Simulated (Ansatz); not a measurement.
The starting structures come from a database of crystals and need not be the phases stable at ambient conditions.

Data:

```yaml
crystal:
  lattice:
    - [7.40257, 0.00000, 0.00000]
    - [-3.70128, 6.41081, 0.00000]
    - [3.70129, 2.13694, 2.46874]
  atoms:
    - { symbol: Ba, position: [0.00000, 0.00000, 0.00000] }
    - { symbol: Sn, position: [0.00000, 0.50000, 0.50000] }
    - { symbol: F, position: [0.56588, 0.83612, 0.00350] }
    - { symbol: F, position: [0.43412, 0.16388, 0.99650] }
    - { symbol: F, position: [0.16038, 0.72976, 0.00350] }
    - { symbol: F, position: [0.83962, 0.27024, 0.99650] }
    - { symbol: F, position: [0.26674, 0.43062, 0.00350] }
    - { symbol: F, position: [0.73326, 0.56938, 0.99650] }
```

Space group of this cell: R-3. The cell is taken as given.

Transport runs along the normal of the first two printed cell vectors, the (001) plane of the conventional cell.

No gap correction and no spin-orbit coupling; mid-gap values are interpolated between computed energies.

Question: Estimate the band gap and the smallest decay constant κ at mid-gap that PBEsol (Ansatz, a quantum-chemistry and plane-wave program) returns for this system.

Answer: Gap 5.35 eV on a 12×12×12 mesh; κ = 0.447 1/Å, at the zone centre.
